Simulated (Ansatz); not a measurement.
Amorphous Hf18O37H2, 57 atoms at 8.55 g/cm³, one PBE-relaxed geometry, zone centre. Methods: PBE, scalar-relativistic without spin-orbit coupling (Ansatz, an electronic-structure program); r2SCAN, scalar-relativistic without spin-orbit coupling (Ansatz); HSE06, scalar-relativistic without spin-orbit coupling (Ansatz). Plane waves to 420 eV (r2SCAN 500 eV); exact exchange is cut at the cell's faces. At PBE the levels at the filled edge of the gap are localised (band-tail or defect states), and the nearest spread-out levels lie 4.5 eV apart at the zone centre. All rungs ran without spin polarisation.

It comes from a melt-quench run on a machine-learned potential (CHGNet), relaxed afterwards by DFT. O atoms were pushed apart under 1.9 Å during the dynamics, to hinder bonds among them. The hot cell started wider than the set density and was brought back towards it in steps. It is the lowest in DFT energy of 2 quenches. It is a model cell: composition and starting density were chosen by hand, and all elements were melted together. No dispersion term was used. Its density started from a set value of 8.75 and ended at 8.55 g/cm³. The quench (nominally 760 K/ps over its main leg) was far faster than any real one, so the model tends to hold more defects than a real film. One small periodic cell is one sample of the glass; other quenches scatter about these values. Volume and shape were free in the relaxation.

The relaxation ran on the zone centre alone. At PBE the level gap is 4.14 eV on a 2×2×2 Γ-centred mesh, and the spacing at the zone centre alone 4.26 eV.

Q: What zone-centre spacing does r2SCAN give, roughly?

A: 4.74 eV (+0.48 eV against PBE).

Q: What zone-centre spacing does HSE06 give, roughly?

A: 5.86 eV (+1.60 eV against PBE).

The highest filled and the lowest empty state spread over these numbers of atoms (participation numbers): PBE: 6.8 and 24.0; r2SCAN: 6.5 and 23.1; HSE06: 6.7 and 29.4.
